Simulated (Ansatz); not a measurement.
SiO2: pressure series

The parent structure is SiO2 in the rutile structure (space group P4_2/mnm, No. 136; a = 4.2359 Å, c = 2.6899 Å).

Cell and atoms are relaxed at each pressure.

Computed with plane-wave PAW DFT at the PBE level (Ansatz, a quantum-chemistry and plane-wave program, 420 eV), scalar-relativistic without spin-orbit coupling, earlier PAW set.

```json
[
 {"pressure (GPa)": "-2", "band gap (eV)": "4.94"},
 {"pressure (GPa)": "-1", "band gap (eV)": "?"},
 {"pressure (GPa)": "0", "band gap (eV)": "5.05"},
 {"pressure (GPa)": "3", "band gap (eV)": "5.21"},
 {"pressure (GPa)": "7", "band gap (eV)": "5.42"},
 {"pressure (GPa)": "15", "band gap (eV)": "5.82"}
]
```

Problem. Fit E_g = E₀ + αP + βP² to the rows shown and predict the withheld row.

Solution. Least squares on the printed values gives E₀ = 5.05 eV, α = 54.2 meV/GPa, β = -0.19 meV/GPa² (largest residual 0.00 eV); this predicts 5.00 eV, and the run gives 5.00 eV, in agreement.

Load acts through the strain it causes; cell and atoms are relaxed under it. No phonon test of stability was made. Competing high-pressure phases were not computed.
